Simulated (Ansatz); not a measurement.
System: BaH₂ (P6₃/mmc, No. 194, 6 atoms in the cell; start mp-1182102; a measured phase of this formula has another space group). Method: G0W0@PBEsol+SOC (Ansatz, a quantum-chemistry and plane-wave program, plane waves, hard PAW, contour deformation, complete-basis limit, spin–orbit shift from PBEsol).

Settings: largest k mesh 9×9×4 (not extrapolated in the mesh).

Cell (relaxed with PBEsol):

```
BaH2
1.0
    4.38372     0.00000     0.00000
   -2.19186     3.79642     0.00000
    0.00000     0.00000     5.79425
Ba H
2 4
Cartesian
  2.19186   1.26547   4.34569
  0.00000   2.53094   1.44856
  0.00000   2.53094   4.34569
  2.19186   1.26547   1.44856
  0.00000   0.00000   2.89713
  0.00000   0.00000   0.00000
```

### Question
Predict the band gap.

### Answer

- band gap = 3.30 eV

Note: spin–orbit coupling enters as the shift of the gap found with a semilocal functional.

Computed values are for the static lattice.

Computing time: around 6 core-hours (rough).

A start named mp-… is a Materials Project structure, which need not be a measured phase.
